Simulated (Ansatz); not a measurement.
Converging zone-centre phonons against the mesh: BN (P6_3/mmc, 4 atoms in the cell)

```
BN
1.0
    1.24574    -2.15768     0.00000
    1.24574     2.15768     0.00000
    0.00000     0.00000     6.62670
B N
2 2
Cartesian
  1.24574   0.71923   1.65667
  1.24574  -0.71923   4.97002
  1.24574  -0.71923   1.65667
  1.24574   0.71923   4.97002
```

Computed with PBE, PAW files (plane waves; Ansatz, a program for electronic structure).

Base settings: basis.ecutwfc = 30.9 Ry; kpoints.mp_grid.grid = 11 11 4; hamiltonian.xc = pbe; hamiltonian.pseudopotentials = {kind: paw} (the program's default PAW files); scf.occupations.method = fermi_dirac; scf.occupations.width = 0.0007 Ry.

In this ladder: scf.occupations.method = fixed; scf.occupations.width = default; phonons.method = dfpt; phonons.dielectric = true; phonons.rigid_motions = translations.

Frequencies are those of the unrelaxed cell, without the LO-TO term of polar crystals.

Only quantities that move along the ladder and can be compared are tabulated.

Core times come from one kind of shared machine, to one figure; runs under 30 s give none.

The starting cell has typed, rounded lattice constants, without a prior relaxation at this level. Its lattice was rescaled by up to half a per cent. In the base run, with a pressure of about 7 GPa the cell is away from its equilibrium volume at this level. A gap is left out here, as mesh or smearing make it unsure.

```tsv
kpoints.mp_grid.grid	highest zone-centre frequency (cm⁻¹)	lowest optical frequency (cm⁻¹)	core time / last (rough)
4 4 2	1399.1	42.6	–
5 5 2	1388.2	46.9	–
6 6 2	1387.2	45.6	–
8 8 3	1387.0	45.3	–
9 9 3	1387.0	45.2	–
12 12 4	1387.0	45.2	–
14 14 5	1387.0	45.2	0.1
18 18 6	1387.0	45.2	0.2
22 22 8	1387.0	45.2	0.4
28 28 9	1387.0	45.2	1
```

Coarsest kpoints.mp_grid.grid that holds the lowest optical frequency within 1 cm⁻¹ of the last step, with all finer ones: 6 6 2; the step before is off by 1.7 cm⁻¹.

Coarsest kpoints.mp_grid.grid that holds the highest zone-centre frequency within 1 cm⁻¹ of the last step, with all finer ones: 6 6 2; the step before is off by 1.2 cm⁻¹.

Keys are those of Ansatz 0.2.
